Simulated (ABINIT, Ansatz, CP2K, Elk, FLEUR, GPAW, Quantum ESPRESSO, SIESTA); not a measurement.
## MgCdS₂ (P4/mmm, 4 atoms in the cell) computed with different codes at matched settings

Self-consistent single point, at a second geometry (lattice scaled by 0.98). First geometry:

```
CELL_PARAMETERS angstrom
      3.80768     0.00000     0.00000
      0.00000     3.80768     0.00000
      0.00000     0.00000     5.38570
ATOMIC_POSITIONS crystal
  Mg 0.50000 0.50000 0.50000
  Cd 0.00000 0.00000 0.00000
  S  0.00000 0.00000 0.50000
  S  0.50000 0.50000 0.00000
```

Shared settings, as Ansatz (a first-principles code) writes them: kpoints.mp_grid.grid = 5 5 3; scf.occupations.method = fixed. Potentials and cutoffs stand in the table.

| code | model | ΔF from the first geometry (meV/atom) | pressure (GPa) | gap on the mesh (eV) | cutoff |
|---|---|---|---|---|---|
| GPAW | PBEsol, GPAW PAW datasets PBEsol (made by gpaw-setup) | -7.1 | 1.46 | 0.806 | 800 eV |
| FLEUR | PBEsol, all-electron FLAPW (FLEUR), scalar-relativistic valence | -5.7 | – | 0.841 | Kmax 4.2 1/bohr |
| Quantum ESPRESSO | PBEsol, PseudoDojo standard norm-conserving (PBESOL) pseudopotentials | -6.1 | 1.63 | 0.824 | 105 Ry |
| ABINIT | PBEsol, PAW (JTH v2.0 PBE PAW, files made for PBE) | -5.7 | 1.65 | 0.802 | 21 Ha |
| Ansatz | PBEsol, PAW files made with PBE | -6.5 | 1.56 | 0.823 | default |
| Elk | PBEsol, all-electron FP-LAPW, Elk's shipped species files, APW+lo basis with extra local orbitals | -5.5 | – | 0.826 | rgkmax 7.5 |
| CP2K | PBEsol, GPW, DZVP-MOLOPT-SR-GTH basis, GTH-PBE potentials (GTH_POTENTIALS) | 5.4 | 3.87 | 0.750 | grid 1000 Ry |
| SIESTA | GGA PBEsol, numerical atomic orbitals DZP, PseudoDojo PBEsol standard norm-conserving potentials (rewritten from UPF to PSML) | -18.3 | 0.14 | 0.935 | grid 350 Ry |

A dash marks a value that a program does not give, or that is left out as unsure.

Gaps are read on the mesh.

The spread over the programs that give each value: ΔF from the first geometry within 23.7 meV/atom; pressure within 3.73 GPa; gap on the mesh within 0.185 eV.

CP2K and SIESTA use small atom-centred bases, whose incompleteness enters pressures, forces and empty levels differently from a plane-wave cutoff. FLEUR and Elk treat all electrons, but the usual bases taken here (sphere radii, linearisation, local orbitals, empty states) were not tested for convergence, so the values are no reference for the others. Ansatz's pressure is given at a fixed set of plane waves, as the other plane-wave codes print theirs. In the pressure, CP2K (by 2.28) and SIESTA (by 1.46) lie more than 1 GPa from the median of the plane-wave programs. In the gap, SIESTA (by 0.121) lies more than 0.12 eV from the median of the plane-wave programs.

The starting cell comes from a database of computed structures (which also holds hypothetical and non-ambient phases and stackings), without a prior relaxation at this level. For this run, on top of that: lattice scaled by 0.98.

Keys are those of Ansatz 0.2.
